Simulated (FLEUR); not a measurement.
A self-consistent single point of NiIr (R-3m, 2 atoms in the cell) with FLEUR.

Computed with PBEsol, all-electron FLAPW (FLEUR), scalar-relativistic valence run with FLEUR.

```xyz
2
Lattice="1.3310 0.7684 4.1128 -1.3310 0.7684 4.1128 0.0000 -1.5369 4.1128" Properties=species:S:1:pos:R:3 pbc="T T T"
Ni     0.0000     0.0000     6.1692
Ir     0.0000     0.0000     0.0000
```

Reference input (self-consistent single point, DFT, PBEsol, all-electron FLAPW (FLEUR), scalar-relativistic valence): Kmax = 3.5 1/bohr; GmaxXC = 12.2 1/bohr; xcFunctional = PBEs; jspins = 1; l_soc = F; mode = hist; fermiSmearingEnergy = 0.00367493 Htr; mesh (inpgen div1-3) = 10 10 10; inpgen gamma flag = true; Gmax = 12.2 1/bohr; numbands = 0; maxIterBroyd = 25. This run's input differs from it in these lines:

```diff
@@ -15,3 +15,3 @@
 &exco xctyp='PBEs' /
-&kpt div1=10 div2=10 div3=10 gamma=t /
+&kpt div1=12 div2=12 div3=12 gamma=t /
 &end /
@@ -35,3 +35,3 @@
    <cell>
-      <bzIntegration valenceElectrons="31.0" mode="hist" fermiSmearingEnergy="0.00367493">
+      <bzIntegration valenceElectrons="31.0" mode="hist" fermiSmearingEnergy="0.00110248">
          <kPointListSelection listName="default-1"/>
```

Output, abridged:

```
 Iteration:     1   Distance:      26.76085897 me/bohr^3
 Iteration:     2   Distance:      16.51104003 me/bohr^3
 Iteration:     3   Distance:      14.72671437 me/bohr^3
 Iteration:     4   Distance:      20.93935092 me/bohr^3
 Iteration:     5   Distance:       6.40575728 me/bohr^3
   [... 11 lines left out ...]
 Iteration:    17   Distance:       0.00097362 me/bohr^3
 Iteration:    18   Distance:       0.00008221 me/bohr^3
 Iteration:    19   Distance:       0.00035477 me/bohr^3
 Iteration:    20   Distance:       0.00000913 me/bohr^3
 Run finished successfully
 Stop message:
   Structural relaxation: Done

[file out, last iteration]
             iter=     21
[...]
          total density-effective poten   -3.3708401332E+04
          total charge density-energy d   -4.0640462747E+02
 Updated energy parameters for spin:           1
[...]
 fermi energy and band-weighting factors:

[...]
FERMIE:
          first approx. to ef    (T=0)  :   0.492354 htr   (energy of the highest occ. eigenvalue)
          number of occ. states  (T=0)  :       2943
          first approx. to seigv (T=0)  : -11.753345 htr
          sum of weights of occ. states :  15.503472
          sum of semicore charge        :   0.000000 e
FERHIS:  Fermi-Energy by histogram:
          bandgap                     :   0.000224 htr
   [... lines left out ...]
          charge neutrality (T=0)     :   0.006944    (zero if the highest occ. eigenvalue is "entirely" occupied)
     EF_NEWTON:  Adjust Fermi-Energy by Newton-Method.
 Direct bandgap for spin            1 :    1.8179025367489610E-003  Htr
 ---->    free energy=                    -19372.6509279736 htr
   [... lines left out ...]
      extrapolation for T->0
 ---->    total electron energy=          -19372.6507545367 htr
 ***** TOTAL FORCES ON ATOMS *****
 TOTAL FORCE FOR ATOM TYPE=  1  X=  0.000   Y=  0.000   Z= 11.658
                       FX_TOT= 0.000000 FY_TOT= 0.000000 FZ_TOT= 0.000000
 TOTAL FORCE FOR ATOM TYPE=  2  X=  0.000   Y=  0.000   Z=  0.000
                       FX_TOT= 0.000000 FY_TOT= 0.000000 FZ_TOT= 0.000000
 Structural relaxation: Done
```

The run converged in 20 iterations. FLEUR gives forces in its relaxation mode, with a further iteration, so its stop message speaks of a relaxation. Against the reference run the free energy goes up by 26.4 meV/atom.

The starting cell comes from a database of computed structures (which also holds hypothetical and non-ambient phases and stackings), without a prior relaxation at this level. Spin-orbit coupling is off. Spin polarisation is off. Values depend on the basis (sphere radii, cutoffs, local orbitals), which need not be converged. The log's line on a gap gives a spacing of levels on this mesh, which the program prints for metals too.

Cost on one core of a shared machine: roughly 3 min.
